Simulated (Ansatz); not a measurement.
# Response to strain in AlN

Base system: AlN in the wurtzite structure (space group P6_3mc, No. 186; a = 3.0888 Å, c = 4.9433 Å). Axes: x lies along a and z along c of the hexagonal cell.

Strains are applied to the cell and any free atomic positions relax; under biaxial strain the out-of-plane vector relaxes too.

Calculations: Ansatz (a first-principles code) LDA, no spin-orbit coupling.

```tsv
change	gap character	width of the top valence band	out-of-plane strain
base	direct at Γ	2.44 eV	–
biaxial strain −3.00 %, plane normal [001], relaxed out of plane	indirect, Γ → K	2.46 eV	+1.70 %
biaxial strain −2.40 %, plane normal [001], relaxed out of plane	direct at Γ	2.41 eV	+1.37 %
biaxial strain −1.80 %, plane normal [001], relaxed out of plane	direct at Γ	2.35 eV	+1.04 %
biaxial strain −1.20 %, plane normal [001], relaxed out of plane	direct at Γ	(withheld)	(withheld)
biaxial strain −0.60 %, plane normal [001], relaxed out of plane	direct at Γ	2.40 eV	+0.36 %
```

**Question.** Fill in the withheld entries from the trend.

**Answer.** 
- biaxial strain −1.20 %, plane normal [001], relaxed out of plane, width of the top valence band: 2.36 eV
- biaxial strain −1.20 %, plane normal [001], relaxed out of plane, out-of-plane strain: +0.70 %

No phonon test of stability was made.
